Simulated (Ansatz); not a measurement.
Cubic perovskite SrVO3 was calculated with PBE (PAW; Ansatz, an electronic-structure program).

Input:

Ansatz 0.2 input:
```yaml
crystal:
  lattice:
    - [3.933535622, 0.0, 0.0]
    - [0.0, 3.933535622, 0.0]
    - [0.0, 0.0, 3.933535622]
  atoms:
    - { symbol: Sr, position: [0.0, 0.0, 0.0] }
    - { symbol: V, position: [0.5, 0.5, 0.5] }
    - { symbol: O, position: [0.5, 0.0, 0.5] }
    - { symbol: O, position: [0.0, 0.5, 0.5] }
    - { symbol: O, position: [0.5, 0.5, 0.0] }
basis:
  ecutwfc: 520
  ecutrho_ratio: 4
  xc_grid: 2
kpoints:
  mp_grid: { grid: [14, 14, 14] }
hamiltonian:
  xc: pbe
  dispersion: none
  pseudopotentials: { kind: paw }
scf:
  occupations: { method: fermi_dirac, width: 0.05 }
  convergence: { dr2_threshold: 0.0000000005 }
output:
  forces: true
  stress: true
  eigenvalues: true
```

**Question.** How many irreducible k-points, plane waves at Γ does the program set up, and what pressure does the run end with?

**Answer.** 120 irreducible k-points, 1647 plane waves at Γ; P = -9.27 GPa, so the cell is stretched on average and its volume would shrink at this level.

From the output:

```
Crystal: 5 atoms, lattice volume = 60.862 Å³
Basis set: ecut = 520 eV, 1647 PW (Γ), exchange–correlation on 60×60×60 points (8 copies of the dense FFT grid, shifted against one another)
Bands: 26, of which v1, the nominal top of the filled ones, is band 21 counted from 1 (20 counted from 0)
Symmetry: 48 space group operations
Space group: Pm-3m (ITA 221), of the structure as read, at distance tolerance 3.9e-5 Å
k-points: 120 of 2744
Functional: x = pbe(κ = 0.804, μ = 0.2195149727645171), c = pbe(β = 0.06672455060314922)
SCF iter   1: F=—  HF=-8165.167444 eV  |F-HF|=—  |Δ(HF+E_count)|=         —  Δρ=3.40e-3  dr2=6.80e-3
SCF iter   2: F=—  HF=-8165.171174 eV  |F-HF|=—  |Δ(HF+E_count)|=   3.73e-3  Δρ=1.91e-3  dr2=2.26e-3
  ...
SCF iter   9: F=—  HF=-8165.170822 eV  |F-HF|=—  |Δ(HF+E_count)|=   2.80e-9  Δρ=6.32e-7  dr2=5.81e-10
SCF iter  10: F=-8165.170822 eV  HF=-8165.170822 eV  |F-HF|=2.73e-12  |Δ(HF+E_count)|=  1.96e-10  Δρ=1.06e-7  dr2=6.01e-12
SCF 1 converged in 10 iterations: F = -8165.170822 eV  dr2 = 6.01e-12
SCF converged after 10 iterations
Free energy (F): -8165.170822 eV
Internal energy: -8165.152734 eV  (E = F + TS)
E sigma→0 (E₀):  -8165.161778 eV
Fermi energy:    11.336130 eV
--- Forces (eV/Å), atoms counted from 1 ---
  atom   1  Sr    -0.00000000     0.00000000    -0.00000000
  atom   2  V      0.00000000     0.00000000     0.00000000
  atom   3  O      0.00000000    -0.00000000     0.00000000
  atom   4  O      0.00000000     0.00000000     0.00000000
  atom   5  O      0.00000000     0.00000000    -0.00000000
--- Stress (GPa, compression-positive) ---
       -9.272113      -0.000000       0.000000
        0.000000      -9.272113       0.000000
        0.000000       0.000000      -9.272113
  P = ⅓ Tr σ = -9.2721 GPa (-92.721 kbar)
```

The cell is one volume of an energy–volume scan, off the minimum.
